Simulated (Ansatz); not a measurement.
Take GaN in the wurtzite structure (space group P6_3mc, No. 186; a = 3.183 Å, c = 5.184 Å) as the base.

Level of theory: r2SCAN (Ansatz, a quantum-chemistry and plane-wave program; PAW; 500 eV plane waves; without spin-orbit coupling), earlier PAW set.

Before the change:

| Item | Value |
|---|---|
| Lattice parameter a | 3.183 Å |
| Band gap | 2.35 eV |
| Valence-band top at Γ | 0.00, 0.00, -0.04 eV |
| Electron mass | 0.17 mₑ along c, 0.19 mₑ across (at Γ) |

It is then changed as follows: cell and atoms relaxed at a pressure of 75 GPa.

### Question
How does this affect the lattice parameter a, band gap, valence-band top at Γ and electron mass?

### Answer
The lattice parameter a decreases by 0.240 Å, from 3.183 Å to 2.943 Å; the band gap rises by 1.60 eV (2.35 eV → 3.95 eV); the valence-band top at Γ (three highest levels, from the VBM) becomes 0.00, 0.00, -0.10 eV (base: 0.00, 0.00, -0.04 eV); the electron mass goes from 0.17 mₑ along c, 0.19 mₑ across (at Γ) to 0.26 mₑ along c, 0.29 mₑ across (at Γ).

Load acts through the strain it causes; cell and atoms are relaxed under it. Effective masses come from finite differences of ±0.01 Å⁻¹. No phonon test of stability was made. Measured, GaN leaves this structure (for rock salt) near 47 GPa (temperature not stated; as listed in Datta, Sujoy, Jana, Debnarayan, arXiv (2020)), on rising pressure, with hysteresis.
